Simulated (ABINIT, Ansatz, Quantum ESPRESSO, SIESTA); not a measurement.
a sheet of TiTe2 (3 atoms in the cell) computed with different codes at matched settings

Self-consistent single point.

```yaml
crystal:
  lattice:
    - [3.87702, 0.00000, 0.00000]
    - [-1.93851, 3.35759, 0.00000]
    - [0.00000, 0.00000, 17.17063]
  atoms:
    - { symbol: Ti, position: [0.00000, 0.00000, 0.50000] }
    - { symbol: Te, position: [0.33333, 0.66667, 0.59233] }
    - { symbol: Te, position: [0.66667, 0.33333, 0.40767] }
```

Shared settings, as Ansatz (a program for electronic structure) writes them: kpoints.mp_grid.grid = 5 5 1; magnetization.spin_orbit = true; scf.occupations.method = gaussian; scf.occupations.width = 0.1 eV. Potentials and cutoffs stand in the table.

| code | model | largest force (eV/Å) | cutoff |
|---|---|---|---|
| Quantum ESPRESSO | PBE, spin-orbit coupling, PseudoDojo fully relativistic norm-conserving (PBE) pseudopotentials | 0.873 | 85 Ry |
| Ansatz | PBE with spin-orbit coupling, default PAW files | 0.871 | 420 eV |
| SIESTA | GGA PBE with spin-orbit coupling, numerical atomic orbitals DZP, PseudoDojo PBE fully relativistic norm-conserving potentials (rewritten from UPF to PSML) | 0.912 | grid 300 Ry |
| ABINIT | PBE, spin-orbit coupling, PAW (JTH v2.0 PBE PAW) | 0.904 | 60 Ry |

The spread over the programs that give each value: largest force within 0.041 eV/Å.

SIESTA uses small atom-centred bases, whose incompleteness enters pressures, forces and empty levels differently from a plane-wave cutoff.

The starting cell was generated: these elements placed on a structure prototype, without a prior relaxation; it need not be a known phase or ordering of this composition. Its lattice was rescaled in the plane by a random factor within 2.5 % of one.

Keys are those of Ansatz 0.2.
